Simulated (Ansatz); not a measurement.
The reference is HfO2 in the fluorite structure (space group Fm-3m, No. 225; a = 5.058 Å). Axes: x, y, z lie along the cube axes.

Structures relaxed with Kohn–Sham DFT with the r2SCAN functional, run in Ansatz (an electronic-structure program) with PAW and 500 eV plane waves, no spin-orbit coupling.

Base:

Simulated powder pattern, Mo Kα, λ = 0.71073 Å (kinematic, ideal powder, no thermal factors, no anomalous dispersion; the 10 strongest lines at most, above 2 %, up to 2θ = 40°):

```json
[
 {"2θ (°)": "13.98", "I/Imax (%)": "100", "hkl": "(111)"},
 {"2θ (°)": "16.15", "I/Imax (%)": "35", "hkl": "(200)"},
 {"2θ (°)": "22.92", "I/Imax (%)": "57", "hkl": "(220)"},
 {"2θ (°)": "26.95", "I/Imax (%)": "53", "hkl": "(311)"},
 {"2θ (°)": "28.17", "I/Imax (%)": "12", "hkl": "(222)"},
 {"2θ (°)": "32.64", "I/Imax (%)": "9.5", "hkl": "(400)"},
 {"2θ (°)": "35.66", "I/Imax (%)": "23", "hkl": "(331)"},
 {"2θ (°)": "36.62", "I/Imax (%)": "16", "hkl": "(420)"}
]
```

After one change:

Simulated powder pattern, Mo Kα, λ = 0.71073 Å (kinematic, ideal powder, no thermal factors, no anomalous dispersion; the 10 strongest lines at most, above 2 %, up to 2θ = 40°):

```
2θ (°)  I/Imax (%)
------  ----------
14.08          100
16.27           35
23.08           56
27.14           53
28.37           12
32.87          9.4
35.92           22
36.89           16
```

Question: Which change produced these results?
A) tensor shear ε_xz = +3.77 %
B) isotropic strain −1.98 %
C) isotropic strain −0.69 %
D) uniaxial strain ε_xx = −4.68 %

Answer: C, isotropic strain −0.69 %. Its volume per atom is 10.56 Å³ against 10.79 Å³, and its space group is Fm-3m (No. 225).

Stability against distortions was not tested. This is not the structure that HfO2 has at room temperature and ambient pressure.
